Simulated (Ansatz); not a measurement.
A calculation on V₂O₅ (Pmmn, No. 59) returned equilibrium volume per atom 12.47 Å³/atom, formation enthalpy -2.499 eV/atom.

For reference: equilibrium volume per atom 12.80 Å³/atom (measured, 292 K, copied from a table, unchecked, not corrected to a static lattice, sources range from 12.80 to 12.91; as tabulated in doi:10.1107/s0108270186091825).

**Question.** Which level of theory produced these numbers?
A. r²SCAN (Ansatz, a quantum-chemistry and plane-wave program)
B. PBEsol (Ansatz)
C. LDA (Ansatz)
D. r²SCAN-D4 (Ansatz)

**Answer.** D, r²SCAN-D4 (Ansatz)

The others give: r²SCAN 12.75 Å³/atom, -2.466 eV/atom; LDA 11.62 Å³/atom, -2.552 eV/atom; PBEsol 12.71 Å³/atom, -2.321 eV/atom.

Unless a cell is named, each level is at its own relaxed cell (LDA 11.62, PBEsol 12.71, r²SCAN 12.75, r²SCAN-D4 12.47 Å³/atom).

The crystal itself was run without spin with r²SCAN, LDA, PBEsol, r²SCAN-D4.

Caveats: the relaxation could not lower the start's symmetry, so the cell can be a saddle point above a distorted one (r²SCAN, LDA, PBEsol, r²SCAN-D4). Ansatz's density-functional and Hartree–Fock values are scalar-relativistic unless marked +SOC, with PAW data made under PBE.
